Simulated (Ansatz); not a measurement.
Where the default PAW files enter, the runs use the earlier of Ansatz's two default sets.

By PBEsol, the system below comes out a metal.

Crystal: Ta2N (P-31m, not sure to be the ambient phase, 9 atoms a cell, 13.3 Å³ an atom, -5 GPa at this level); planes in its conventional cell.

Calculation: PBEsol (plane waves, PAW; Ansatz, a program for electronic structure).

G/A = (e²/h) × open channels of both spins per area, as a mean over 0.1 eV about the Fermi level, without spin-orbit coupling, for the cells as given.

```
plane  area (Å²)  G/A (10¹⁵ S/m²)
-----  ---------  ---------------
(111)       51.4             0.45
(110)       45.3              ___
```

Question: Fill in the missing entries.

Answer: 
- (110), G/A (10¹⁵ S/m²): 0.37
